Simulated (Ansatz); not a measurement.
Effect of isotropic strain −1.00 % on InSb

The reference is InSb in the zinc blende structure (space group F-43m, No. 216; a = 6.556 Å).

It is then changed as follows: every lattice vector is shortened by 1.00 %; the atoms relax in the strained cell.

Level of theory: r2SCAN in Ansatz (plane waves to 500 eV, PAW, without spin-orbit coupling). k-mesh 12×12×12 (Γ-centred); smearing 0.05 eV (Fermi–Dirac).

| quantity | base | changed | shift |
|---|---|---|---|
| volume per atom | 35.23 Å³ | 34.18 Å³ | -1.05 Å³ |
| space group | F-43m (No. 216) | F-43m (No. 216) | – |
| shortest interatomic distance | 2.839 Å | 2.811 Å | -0.028 Å |
| energy relative to the base (free energy F) | 0 meV/atom | +4.5 meV/atom | +4.5 meV/atom |
| pressure | 0.0 GPa | 1.4 GPa | +1.4 GPa |
| band gap | zero | 0.21 eV | – |
| valley order (the lowest conduction-band minima on the path, energy above the VBM, named in the base's zone) | Γ 0.02 eV; L along ⟨111⟩ 0.77 eV; a point along ⟨100⟩, about 0.8 Å⁻¹ from Γ 1.48 eV | Γ 0.21 eV; L along ⟨111⟩ 0.83 eV; a point along ⟨100⟩, about 0.8 Å⁻¹ from Γ 1.45 eV | – |

Final structure:

```
CELL_PARAMETERS angstrom
      0.00000     3.24529     3.24529
      3.24529     0.00000     3.24529
      3.24529     3.24529     0.00000
ATOMIC_POSITIONS crystal
  In 0.00000 0.00000 0.00000
  Sb 0.25000 0.25000 0.25000
```

Spin-orbit coupling, missing from the scalar runs, can matter with Sb. No phonon test of stability was made. All final runs are without spin polarisation. Gaps under 0.05 eV, about the width of the smearing, are given as zero. A zero or small gap of InSb can be the functional's error rather than a property of the material.

Ansatz is a program for electronic structure.
